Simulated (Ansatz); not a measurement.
The starting structures come from a database of crystals and need not be the phases stable at ambient conditions.

 Where the default PAW files enter, the runs use the earlier of Ansatz's two default sets.

Inside the gap of an insulator the Bloch states are evanescent, with a wavenumber k + iκ along the transport direction.

Consider the following.

```yaml
crystal:
  lattice:
    - [5.52449, 0.00000, 0.00000]
    - [0.00000, 7.34715, 0.00000]
    - [2.76224, 0.00000, 2.76224]
  atoms:
    - { symbol: Bi, position: [0.00000, 0.82718, 0.50000] }
    - { symbol: Bi, position: [0.50000, 0.17282, 0.50000] }
    - { symbol: Cl, position: [0.50000, 0.64617, 0.50000] }
    - { symbol: Cl, position: [0.00000, 0.35383, 0.50000] }
    - { symbol: O, position: [0.00000, 0.00000, 0.00000] }
    - { symbol: O, position: [0.50000, 0.00000, 0.00000] }
```

Space group of this cell: P4/nmm. The cell was relaxed by PBE-D3(BJ).

Transport runs along the normal of the first two printed cell vectors, the (110) plane of the conventional cell.

No gap correction and no spin-orbit coupling; mid-gap values are interpolated between computed energies.

Problem. Compute, with r2SCAN (Ansatz, a first-principles code), the band gap and the smallest decay constant κ at mid-gap.

Solution. Gap 3.06 eV on a 12×4×12 mesh; κ = 0.273 1/Å, at (0.000, 0.500) of the in-plane reciprocal vectors. At the zone centre, at the nearest computed energy, the slowest state has κ = 0.30 1/Å.
